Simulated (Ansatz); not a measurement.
## Cu3N, response to strain

Base system: Cu₃N (space group Pm-3m, No. 221; a = 3.765 Å). Axes: x, y, z lie along the cube axes.

Strains are applied to the cell and any free atomic positions relax; under biaxial strain the out-of-plane vector relaxes too.

Calculations: PBEsol in Ansatz (plane waves to 420 eV, PAW, scalar-relativistic without spin-orbit coupling).

Notes on the quantities. energy relative to the base: free energy F.

```csv
case,energy relative to the base,electron mass,smallest direct gap
base,0 meV/atom,–,0.55 eV
"biaxial strain +0.60 %, plane normal [001], relaxed out of plane",+0.9 meV/atom,–,–
"biaxial strain +1.20 %, plane normal [001], relaxed out of plane",+3.6 meV/atom,"2.4 mₑ out of plane, 0.14 mₑ in plane (at M)",0.59 eV
"biaxial strain +1.80 %, plane normal [001], relaxed out of plane",+8.0 meV/atom,"2.3 mₑ out of plane, 0.15 mₑ in plane (at M)",0.61 eV
"biaxial strain +2.40 %, plane normal [001], relaxed out of plane",+14 meV/atom,"2.2 mₑ out of plane, 0.15 mₑ in plane (at M)",0.62 eV
"biaxial strain +3.00 %, plane normal [001], relaxed out of plane",+21 meV/atom,"2.1 mₑ out of plane, 0.16 mₑ in plane (at M)",0.64 eV
```

Effective masses come from finite differences of ±0.01 Å⁻¹. No phonon test of stability was made. All final runs are without spin polarisation.

Ansatz is a first-principles code.
